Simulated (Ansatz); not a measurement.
## Sc: response to strain

The reference is Sc in the hcp (Mg type) structure (space group P6_3/mmc, No. 194; a = 3.318 Å, c = 5.186 Å; relaxed with 0.1 eV smearing).

Strains are applied to the cell and any free atomic positions relax.

Calculations: Ansatz (an electronic-structure program), PBE, PAW, cutoff 420 eV, without spin-orbit coupling.

Notes on the quantities. pressure: mean of the normal stresses, compression positive; energy relative to the base: free energy F.

| variant | pressure | energy relative to the base | shortest interatomic distance |
|---|---|---|---|
| base | 0.0 GPa | 0 meV/atom | 3.224 Å |
| isotropic strain −1.50 % | 2.6 GPa | +8.7 meV/atom | 3.175 Å |
| isotropic strain −1.00 % | 1.7 GPa | +3.8 meV/atom | 3.192 Å |
| isotropic strain −0.50 % | 0.8 GPa | +0.9 meV/atom | 3.208 Å |
| isotropic strain +0.50 % | -0.8 GPa | +0.9 meV/atom | 3.240 Å |
| isotropic strain +1.00 % | -1.5 GPa | +3.6 meV/atom | 3.256 Å |
| isotropic strain +1.50 % | -2.2 GPa | +8.1 meV/atom | 3.272 Å |
| isotropic strain +2.00 % | -2.9 GPa | +14 meV/atom | 3.288 Å |
| isotropic strain +2.50 % | -3.5 GPa | +22 meV/atom | 3.304 Å |
| isotropic strain +3.00 % | -4.1 GPa | +31 meV/atom | 3.321 Å |

Whether these cells are dynamically stable was not tested. All final runs are without spin polarisation.
